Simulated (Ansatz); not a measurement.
An Ansatz (a program for electronic structure) run: AlN with a change (biaxial strain −0.42 %, plane normal [111], relaxed out of plane); DFT with r2SCAN, PAW potentials and a 500 eV plane-wave cutoff in Ansatz, without spin-orbit coupling.

Input:

Ansatz 0.2 input:
```yaml
crystal:
  lattice:
    - [3.0769050385, 0, 0]
    - [1.5384525193, 2.6646779284, 0]
    - [1.5384525193, -0.8882259761, 2.5281765786]
  atoms:
    - { symbol: Al, position: [0, 0, 0] }
    - { symbol: N, position: [0.5, 0.25, 0.75] }
basis: { ecutwfc: 500, ecutrho_ratio: 4, xc_grid: 4, fft_grid_basis: typed }
kpoints: { mp_grid: { grid: [13, 13, 13] } }
hamiltonian:
  xc: r2scan
  dispersion: none
  pseudopotentials: { kind: paw }
scf: { occupations: { method: fermi_dirac, width: 0.05 } }
relax: { f_tol: 0.005, max_steps: 50, cell: { stress_tol: 0.01, fix: [a, b, gamma] } }
output: { forces: true, stress: true }
checkpoint: { write: state.ck, write_every: 1000 }
```

Output (explanatory and most iteration lines left out):

```
Relaxation: its limit of steps is 50 (relax.max_steps)
Pseudopotential: Al, paw, valence charge 3
Pseudopotential: N, paw, valence charge 5
Crystal: 2 atoms, lattice volume = 20.728 Å³
Basis set: ecut = 500 eV, 531 PW (Γ), exchange–correlation on 96×96×96 points (64 copies of the dense FFT grid, shifted against one another)
Bands: 8, of which v1, the nominal top of the filled ones, is band 4 counted from 1 (3 counted from 0)
Symmetry: 6 space group operations
Space group: R3m (ITA 160), of the structure as read, at distance tolerance 2.7e-5 Å
k-points: 231 of 2197 (time reversal used)
Functional: x = r2scan, c = r2scan; τ floored in thin density (d = 2e-4 eV/Å³)
SCF iter   1: F=—  HF=-928.364801 eV  |F-HF|=—  |Δ(HF+E_count)|=         —  Δρ=6.95e-3  dr2=1.08e-2  dr2_τ=1.58e-1  ethr=1.77e-3  ⟨swp⟩=4.7  Hψ=13659  notcnv=0
SCF iter   2: F=—  HF=-928.436058 eV  |F-HF|=—  |Δ(HF+E_count)|=   7.13e-2  Δρ=4.60e-3  dr2=1.92e-3  dr2_τ=2.01e-4  ethr=1.35e-4  ⟨swp⟩=2.1  Hψ=5578  notcnv=0
SCF 1 converged in 6 iterations: F = -928.435842 eV  dr2 = 6.63e-8
relax step   1: F+E_penalty+E_count = -928.43584173 eV  Δ(F+E_penalty+E_count) = +0.000e0 eV  max|allowed force component| = 6.316e-2 eV/Å  Δτ_max = 0.0000 Å  P = +1.361 GPa  Ω = 20.728 Å³  fix = [a, b, gamma]  reactions: a +2.360, b +2.360 GPa  (6 SCF iters, dr2 threshold 1.00e-7 eV, accepted)
[... steps on the carried basis left out ...]
relax step   3: F+E_penalty+E_count = -928.43599369 eV  Δ(F+E_penalty+E_count) = -7.689e-5 eV  max|allowed force component| = 1.656e-4 eV/Å  Δτ_max = 0.0014 Å  P = +1.501 GPa  Ω = 20.714 Å³  energy of the carried Pulay correction = +3.612e-6 eV  fix = [a, b, gamma]  reactions: a +2.247, b +2.247 GPa  (4 SCF iters, dr2 threshold 2.00e-7 eV, accepted)
Crystal: 2 atoms, lattice volume = 20.714 Å³
SCF iter   1: F=—  HF=-928.435990 eV  |F-HF|=—  |Δ(HF+E_count)|=         —  Δρ=1.51e-5  dr2=2.01e-8  dr2_τ=2.27e-9  ethr=3.52e-8  ⟨swp⟩=3.0  Hψ=18997  notcnv=0
SCF iter   2: F=—  HF=-928.435990 eV  |F-HF|=—  |Δ(HF+E_count)|=   2.39e-7  Δρ=6.71e-6  dr2=3.95e-9  dr2_τ=3.71e-10  ethr=2.51e-10  ⟨swp⟩=2.0  Hψ=2631  notcnv=0
SCF 4 converged in 5 iterations: F = -928.435990 eV  dr2 = 1.58e-13
SCF converged after 5 iterations
Free energy (F): -928.435990 eV
Internal energy: -928.435990 eV  (E = F + TS)
E sigma→0 (E₀):  -928.435990 eV
Fermi energy:    8.828516 eV
--- Forces (eV/Å), atoms counted from 1 ---
  atom   1  Al     0.00000000     0.00000000     0.00029435
  atom   2  N     -0.00000000    -0.00000000    -0.00029129
--- Stress (GPa, compression-positive) ---
        2.247158      -0.000000      -0.000000
       -0.000000       2.247158      -0.000000
       -0.000000      -0.000000       0.006086
  P = ⅓ Tr σ = 1.5001 GPa (15.001 kbar)
--- Relaxed structure (3 steps of the walk, 3 accepted, 1 SCFs on fresh bases) ---
  cell:  # Å, volume = 20.7142 Å³
    - [3.0769050385153944, -2.8867620985434777e-11, -4.056832293618025e-11]
    - [1.5384525192826972, 2.6646779283722344, -3.785060366276619e-11]
    - [1.5384525192826743, -0.8882259761266679, 2.5264368049725636]
  atoms:
    - { symbol: Al, position: [-0.0004971997055058047, 0.0002485998527529024, 0.0007457995582587074] }
    - { symbol: N, position: [0.5004971997055057, 0.24975140014724712, 0.7492542004417414] }
```

Stability against distortions was not tested. The cell was made from AlN in the zinc blende structure (space group F-43m, No. 216) by this change: biaxial strain −0.42 %, plane normal [111], relaxed out of plane. This is not the structure that AlN has at room temperature and ambient pressure.
